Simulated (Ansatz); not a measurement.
Input and output of a zone-centre phonon calculation for a sheet of SiGe (2 atoms in the cell) (Ansatz, a quantum-chemistry and plane-wave program).

Computed with LDA (PW92), default PAW files made with PBE (plane waves; Ansatz).

```yaml
crystal:
  lattice:
    - [4.22042, 0.00000, 0.00000]
    - [-2.11021, 3.65499, 0.00000]
    - [0.00000, 0.00000, 14.00000]
  atoms:
    - { symbol: Ge, position: [0.66667, 0.33333, 0.50000] }
    - { symbol: Si, position: [0.33333, 0.66667, 0.50000] }
```

Reference input (self-consistent single point, DFT, LDA (PW92), plane waves, default PAW files made with PBE): basis.ecutwfc = 30.9 Ry; kpoints.mp_grid.grid = 7 7 1; hamiltonian.xc = lda; hamiltonian.pseudopotentials = {kind: paw} (the program's default PAW files); scf.occupations.method = cold; scf.occupations.width = 0.01 Ry. This run's input differs from it in these lines:

```diff
@@ -17,6 +17,5 @@
   occupations: { method: cold, width: 0.01 Ry }
-output:
-  forces: true
-  eigenvalues: true
-  stress: true
+  convergence: { dr2_threshold: 1.0e-04 eV }
+phonons:
+  method: dfpt
```

Log, with long lists cut:

```
SCF iter   1: F=—  HF=-4822.463756 eV  |F-HF|=—  |Δ(HF+E_count)|=         —  Δρ=1.82e-3  dr2=9.99e-3  ethr=1.77e-3  ⟨swp⟩=6.1  Hψ=1342  notcnv=0
all-band conjugate gradients solve this SCF's bands
preconditioner: auto → LDOS
SCF iter   2: F=—  HF=-4822.470159 eV  |F-HF|=—  |Δ(HF+E_count)|=   6.40e-3  S|Δr|=    0.00e0  Δρ=4.71e-4  dr2=5.43e-4  ethr=5.55e-5  ⟨swp⟩=2.1  Hψ=466  notcnv=0
SCF iter   3: F=—  HF=-4822.470281 eV  |F-HF|=—  |Δ(HF+E_count)|=   1.21e-4  S|Δr|=    0.00e0  Δρ=1.36e-4  dr2=9.02e-5  ethr=3.02e-6  ⟨swp⟩=2.4  Hψ=354  notcnv=0
SCF iter   4: F=—  HF=-4822.470279 eV  |F-HF|=—  |Δ(HF+E_count)|=   2.18e-6  S|Δr|=    0.00e0  Δρ=1.40e-4  dr2=4.57e-5  ethr=5.01e-7  ⟨swp⟩=16.6  Hψ=2601  notcnv=0
SCF iter   5: F=-4822.470250 eV  HF=-4822.470250 eV  |F-HF|=8.66e-7  |Δ(HF+E_count)|=   2.82e-5  S|Δr|=    0.00e0  Δρ=2.80e-5  dr2=1.44e-6  ethr=2.54e-7  ⟨swp⟩=14.4  Hψ=2130  notcnv=0
SCF 1 converged in 5 iterations: F = -4822.470250 eV  dr2 = 1.44e-6
DFPT response loops at Γ: preconditioner auto → none (partly filled bands, converged f_vac=0.663); β = 0.50; Broyden in place of MSR1
Stability not checked (fill_not_monotonic)
Free energy (F): -4822.470250 eV
Internal energy: -4822.472469 eV  (E = F + TS)
E sigma→0 (E₀):  -4822.470989 eV
Entropy (-TS):   0.002220 eV (1.110 meV/atom)
Fermi energy:    -2.696002 eV
--- Phonons (Γ-DFPT): 4 representative perturbations + reference, on 16 of 49 k-points (Σ response iterations 12) ---
   [... lines left out ...]
  ASR residual: 4.433e-2 → 0.000e0 eV/Å²; symmetrization residual: 1.369e-5 eV/Å²
  ASR residual per site (eV/Å²): 4.43e-2 1.53e-2
  Γ frequencies (cm⁻¹): -130.43 0.00 0.00 0.00 343.65 343.65
  non-analytic LO–TO correction: not included (Born effective charges unavailable; polar crystals: no LO–TO splitting at Γ)
```

The run converged in 5 iterations. 

Summary of the result:
* **Free energy E − TS (on the zero of these files)**: -4822.4702 eV
* **Fermi level (on the code's own zero)**: -2.70 eV
* **Zone-centre frequencies (cm⁻¹; negative means imaginary)**: -130, 0, 0, 0, 344, 344

The starting cell was generated: these elements placed on a structure prototype, without a prior relaxation; it need not be a known phase or ordering of this composition.

Keys are those of Ansatz 0.2.
